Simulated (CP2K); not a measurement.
Band structure of Ni3Pb2Se2 (R-3m, 7 atoms in the cell).

```yaml
crystal:
  lattice:
    - [5.85983, 0.00000, 0.00000]
    - [3.07520, 4.98806, 0.00000]
    - [3.07520, 1.71676, 4.68332]
  atoms:
    - { symbol: Ni, position: [0.00000, 0.00000, 0.50000] }
    - { symbol: Ni, position: [0.50000, 0.00000, 0.00000] }
    - { symbol: Ni, position: [0.00000, 0.50000, 0.00000] }
    - { symbol: Pb, position: [0.00000, 0.00000, 0.00000] }
    - { symbol: Pb, position: [0.50000, 0.50000, 0.50000] }
    - { symbol: Se, position: [0.72264, 0.72264, 0.72264] }
    - { symbol: Se, position: [0.27736, 0.27736, 0.27736] }
```

Computed with PBEsol, GPW, DZVP-MOLOPT-PBE-GTH basis, GTH-PBE potentials (POTENTIAL_UZH) in CP2K 2026.2.

Settings: CUTOFF = 600 Ry; REL_CUTOFF = 50 Ry; SMEAR/METHOD = GAUSSIAN; SIGMA = 0.1 eV; KPOINTS/SCHEME = MONKHORST-PACK 4 4 4; GAMMA_CENTERED = T; XC_FUNCTIONAL = PBE:PBESOL; Ni/BASIS_SET = DZVP-MOLOPT-PBE-GTH-q18; Ni/POTENTIAL = GTH-PBE-q18; Pb/BASIS_SET = DZVP-MOLOPT-PBE-GTH-q4; Pb/POTENTIAL = GTH-PBE-q4; Se/BASIS_SET = DZVP-MOLOPT-PBE-GTH-q6; Se/POTENTIAL = GTH-PBE-q6; METHOD = GPW.

The starting cell comes from a database of computed structures (which also holds hypothetical and non-ambient phases and stackings), without a prior relaxation at this level. Spin-orbit coupling is off. Spin polarisation is off, so a magnetic state, if there is one, cannot be reached. Values carry the incompleteness of an atom-centred basis. The potentials were made for another functional than the one used.

Levels in eV from the Fermi level, bands 34 to 39:
```json
[
 {"point": "Γ", "34": "-0.93", "35": "-0.93", "36": "-0.65", "37": "-0.43", "38": "-0.23", "39": "-0.12"},
 {"point": "L", "34": "-0.91", "35": "-0.72", "36": "-0.40", "37": "-0.11", "38": "0.18", "39": "1.49"},
 {"point": "Z", "34": "-0.43", "35": "-0.20", "36": "-0.20", "37": "-0.05", "38": "-0.05", "39": "0.06"},
 {"point": "F", "34": "-0.90", "35": "-0.74", "36": "-0.41", "37": "-0.30", "38": "0.48", "39": "1.91"},
 {"point": "P1", "34": "-0.91", "35": "-0.87", "36": "-0.23", "37": "-0.15", "38": "1.19", "39": "1.35"},
 {"point": "P", "34": "-0.91", "35": "-0.87", "36": "-0.23", "37": "-0.15", "38": "1.19", "39": "1.35"}
]
```

Bands cross the Fermi level along this path, so the cell is metallic at this level.

Higher empty bands are left out: an atom-centred basis made for the valence describes them poorly.
